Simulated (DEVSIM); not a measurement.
System: Pd/HfO2/SiO2/n-Si capacitor, at 250 K.

| layer (left to right) | material | thickness (nm) | Nd (cm⁻³) |
|---|---|---|---|
| 1 | HfO2 | 2.10 | - |
| 2 | SiO2 | 0.590 | - |
| 3 | Si | 4500 | 1.6e16 |

Metal gate on the left, work function 5.2 eV. Fixed charge at the semiconductor interface 2.1e12 cm⁻² (in units of +e); no interface traps.

The device is made up for the run: typed textbook-type constants, with dimensions and the other settings drawn at random. Values at 300 K; Nc and Nv go as T^1.5, mobilities as T to minus their exponent, the gap by Varshni's rule with the affinity fixed.

```tsv
parameter	HfO2	SiO2	Si
gap (eV)	5.7	9	1.124
affinity (eV)	2.5	0.9	4.05
permittivity	22	3.9	11.7
Nc (cm⁻³)	-	-	2.86e19
Nv (cm⁻³)	-	-	3.1e19
Varshni α (eV/K)	-	-	0.000473
Varshni β (K)	-	-	636
```

Simulated with DEVSIM: 1D Poisson equation in equilibrium, Boltzmann statistics, complete ionisation; no quantum confinement or tunnelling. Metal contacts follow the ideal Schottky-Mott rule: no Fermi-level pinning, no interface dipoles.

The substrate doping was swept, all else fixed.

| substrate doping (cm^-3) | minimum of the low-frequency capacitance (μF/cm²) | threshold voltage (band bending 2φF) (V) | flat-band voltage (V) |
|---|---|---|---|
| 8e14 | 0.0110 | 0.14 | 0.84 |
| 1.6e15 | 0.0149 | 0.12 | 0.85 |
| 3.2e15 | 0.0205 | 0.10 | 0.87 |
| 8e15 | 0.0317 | 0.08 | 0.89 |
| 1.6e16 | 0.0443 | 0.06 | 0.90 |
| 3.2e16 | ___ | ___ | 0.92 |

Q: Some entries are withheld; supply them.

A: 
- 3.2e16, minimum of the low-frequency capacitance (μF/cm²): 0.0609
- 3.2e16, threshold voltage (band bending 2φF) (V): 0.04
